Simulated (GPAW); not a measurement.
A self-consistent single point of MgCu4Sn (F-43m, 6 atoms in the cell) with GPAW.

Level of theory: PBEsol, GPAW PAW datasets PBEsol (made by gpaw-setup) (plane waves; GPAW).

The change in words: lattice scaled by 0.98. Reference geometry:
```xyz
6
Lattice="0.0000 3.4504 3.4504 3.4504 0.0000 3.4504 3.4504 3.4504 0.0000" Properties=species:S:1:pos:R:3 pbc="T T T"
Mg     5.1756     5.1756     5.1756
Cu     2.5912     4.3095     4.3095
Cu     4.3095     4.3095     2.5912
Cu     4.3095     2.5912     4.3095
Cu     2.5912     2.5912     2.5912
Sn     0.0000     0.0000     0.0000
```

Reference input (self-consistent single point, DFT PBEsol, plane waves, GPAW PAW datasets PBEsol (made by gpaw-setup)): mode = pw; ecut = 850 eV; xc = PBEsol; kpts = 9 9 9; mesh shift (steps) = 0 0 0; occupations.name = fermi-dirac; occupations.width = 0.1 eV; nbands = -10; convergence.density = 1e-05 e/electron; symmetry.symmorphic = false; symmetry.tolerance = 0.0005; maxiter = 150. This run's input differs from it in these lines:

```diff
@@ -5,5 +5,5 @@
 atoms = Atoms(['Mg', 'Cu', 'Cu', 'Cu', 'Cu', 'Sn'],
-              cell=[[0.000000, 3.450376, 3.450376],
-                    [3.450376, 0.000000, 3.450376],
-                    [3.450376, 3.450376, 0.000000]],
+              cell=[[0.000000, 3.381368, 3.381368],
+                    [3.381368, 0.000000, 3.381368],
+                    [3.381368, 3.381368, 0.000000]],
               scaled_positions=[[0.750000, 0.750000, 0.750000],
```

Log, with long lists cut:

```
     iter     time        total  log10-change:
                         energy   eigst   dens
iter:   1 --:--:--   -28.979401
iter:   2 --:--:--   -26.897758   -1.21  -1.24
iter:   3 --:--:--   -24.539643   -0.57  -1.32
iter:   4 --:--:--   -24.141717   -2.00  -1.73
iter:   5 --:--:--   -24.107813   -1.77  -1.75
iter:   6 --:--:--   -24.886494   -1.08  -2.08
iter:   7 --:--:--   -23.993812   -1.65  -1.73
iter:   8 --:--:--   -23.976895   -3.12  -2.45
iter:   9 --:--:--   -23.966064c  -3.03  -2.56
iter:  10 --:--:--   -23.970858c  -3.42  -2.98
iter:  11 --:--:--   -23.965188c  -3.57  -2.82
iter:  12 --:--:--   -23.965128c  -5.49  -3.62
iter:  13 --:--:--   -23.965108c  -6.14  -3.63
iter:  14 --:--:--   -23.965100c  -5.78  -3.68
iter:  15 --:--:--   -23.965072c  -6.16  -3.73
iter:  16 --:--:--   -23.965069c  -5.73  -3.87
iter:  17 --:--:--   -23.965043c  -6.15  -4.05
iter:  18 --:--:--   -23.965042c  -7.89c -4.54
iter:  19 --:--:--   -23.965042c  -9.16c -4.54
iter:  20 --:--:--   -23.965043c  -7.36  -4.55
iter:  21 --:--:--   -23.965043c  -8.74c -4.83
iter:  22 --:--:--   -23.965044c  -8.99c -4.88
iter:  23 --:--:--   -23.965044c  -8.32c -4.93
iter:  24 --:--:--   -23.965044c  -9.26c -5.30c
Converged after 24 iterations.

Dipole moment: (7.575776, 7.575776, 7.575776) |e|*Ang

Energy contributions relative to reference atoms: (reference = -353311.510637)

Kinetic:        -35.315480
Potential:      +32.136974
External:        +0.000000
XC:             -21.085956
Entropy (-ST):   -0.035810
Local:           +0.317324
SIC:             +0.000000
--------------------------
Free energy:    -23.982949
Extrapolated:   -23.965044

Showing only first 2 kpts
 Kpt  Band  Eigenvalues  Occupancy
  0    32      8.01762    1.99998
  0    33      8.01762    1.99998
  0    34     10.29961    0.00003
  0    35     11.43492    0.00000

  1    32      8.12294    1.99995
  1    33      8.26315    1.99980
  1    34     10.27167    0.00004
  1    35     10.71607    0.00000

Fermi level: 9.18579

No gap
   [... lines left out ...]
  0 Mg   -0.00000   -0.00000    0.00000
  1 Cu   -0.03015    0.03015    0.03015
  2 Cu    0.03015    0.03015   -0.03015
  3 Cu    0.03015   -0.03015    0.03015
  4 Cu   -0.03015   -0.03015   -0.03015
  5 Sn   -0.00000    0.00000   -0.00000

Stress tensor:
    -0.085695    -0.000000     0.000000
    -0.000000    -0.085695     0.000000
     0.000000     0.000000    -0.085695
Stress (GPa, Voigt): [-13.7299 -13.7299 -13.7299   0.       0.      -0.    ]
```

The run converged in 24 iterations. GPAW prints stress with tension positive. Against the reference run the free energy rises by 45.7 meV/atom, the pressure goes from 4.19 to 13.73 GPa and the largest force goes from 0.031 to 0.052 eV/Å.

The starting cell comes from a database of computed structures (which also holds hypothetical and non-ambient phases and stackings), without a prior relaxation at this level. Its lattice was rescaled by a random factor within 2.5 % of one. For this run, on top of that: lattice scaled by 0.98. Spin polarisation is off. With a pressure of about 14 GPa the cell is away from its equilibrium volume at this level.

Cost on one core of a shared machine: roughly 2 min.
